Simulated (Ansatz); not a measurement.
Base system: HgSe in the zinc blende structure (space group F-43m, No. 216; a = 6.133 Å).

All numbers come from PBEsol (Ansatz, an electronic-structure program; PAW; 420 eV plane waves; scalar-relativistic without spin-orbit coupling).

For the base:

The pressure comes out as 0.0 GPa and the band gap is zero.

The change: an isotropic linear strain of −1.50 %, atoms relaxed at fixed cell.

### Question
What happens to the energy relative to the base?

### Answer
The energy rises by 10 meV/atom.

### Question
What happens to the pressure?

### Answer
The pressure goes from zero to 2.6 GPa.

### Question
Estimate the effect on the band gap.

### Answer
The band gap stays zero.

Spin-orbit coupling, missing from the scalar runs, can matter with Hg. Stability against distortions was not tested. The final runs are not spin-polarised. The zero or small gap of HgSe can change with the level of theory.
